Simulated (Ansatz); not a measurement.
Consider Ti in the hcp (Mg type) structure (space group P6_3/mmc, No. 194; a = 2.9367 Å, c = 4.6410 Å; relaxed with 0.1 eV smearing). Axes: x lies along a and z along c of the hexagonal cell.

All numbers come from r2SCAN/PAW in Ansatz (a first-principles code), without spin-orbit coupling, earlier PAW set.

Strains are applied to the cell and any free atomic positions relax; under biaxial strain the out-of-plane vector relaxes too.

One change was made to it. Results:

| quantity | base | after |
|---|---|---|
| volume per atom | 17.33 Å³ | 18.06 Å³ |
| pressure (mean of the normal stresses, compression positive) | 0.0 GPa | -4.4 GPa |

Question: What was done to the base?
A. biaxial strain +3.48 %, plane normal [001], relaxed out of plane
B. strain tensor (xx, yy, zz, yz, xz, xy) = (−0.95, −0.45, +0.19, +0.62, +0.64, +0.56) %
C. biaxial strain −3.64 %, plane normal [001], relaxed out of plane
D. biaxial strain −4.16 %, plane normal [001], relaxed out of plane
E. biaxial strain +4.66 %, plane normal [001], relaxed out of plane

Answer: A, biaxial strain +3.48 %, plane normal [001], relaxed out of plane. For comparison, the pressure in the other runs: biaxial strain +4.66 %, plane normal [001], relaxed out of plane gives -5.6 GPa; strain tensor (xx, yy, zz, yz, xz, xy) = (−0.95, −0.45, +0.19, +0.62, +0.64, +0.56) % gives 1.5 GPa; biaxial strain −3.64 %, plane normal [001], relaxed out of plane gives 5.7 GPa; biaxial strain −4.16 %, plane normal [001], relaxed out of plane gives 6.6 GPa.

Whether these cells are dynamically stable was not tested. All final runs are without spin polarisation.
